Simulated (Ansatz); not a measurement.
How the band gap of SrC2 (C2/c, No. 15) moves with the method

No measured value is used here.

```csv
level (code),value (eV)
HSE06 (Ansatz),3.42
PBE0 (Ansatz),4.16
r²SCAN0 (Ansatz),…
```

Problem. Fill in the missing entries.

Solution. 
- r²SCAN0 (Ansatz, a program for electronic structure), value (eV): 4.36

Computed values are for a static lattice. Spin–orbit coupling is included only where a level's name says +SOC; with heavier elements it mostly lowers gaps and can invert bands.  Values are at the PBEsol cell. Cutoffs differ between the levels. Ansatz's density-functional and Hartree–Fock values are scalar-relativistic unless marked +SOC, with PAW data made under PBE.
